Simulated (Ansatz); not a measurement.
The starting structures come from a database of crystals and need not be the phases stable at ambient conditions.

 Where the default PAW files enter, the runs use the earlier of Ansatz's two default sets.

Crystal: CdF2 (Fm-3m, fluorite, not sure to be the ambient phase, 3 atoms a cell, 13.5 Å³ an atom, -3 GPa at this level); planes in its conventional cell.

These are r2SCAN (plane waves, PAW; Ansatz, a program for electronic structure) values and carry that method's errors.

The gap is the functional's own, uncorrected, and κ follows it; spin-orbit coupling is left out. Mid-gap values are interpolated between the computed energies.

```tsv
plane	area of the cell (Å²)	mid-gap κ (1/Å)	largest κ in the gap (1/Å)
(111)	12.8	0.38	0.46
(001)	14.8	?	?
(110)	21.0	?	?
```

The slowest decay depends on the direction. Supply the withheld values.


- (001), mid-gap κ (1/Å): 0.35
- (001), largest κ in the gap (1/Å): 0.36
- (110), mid-gap κ (1/Å): 0.37
- (110), largest κ in the gap (1/Å): 0.40
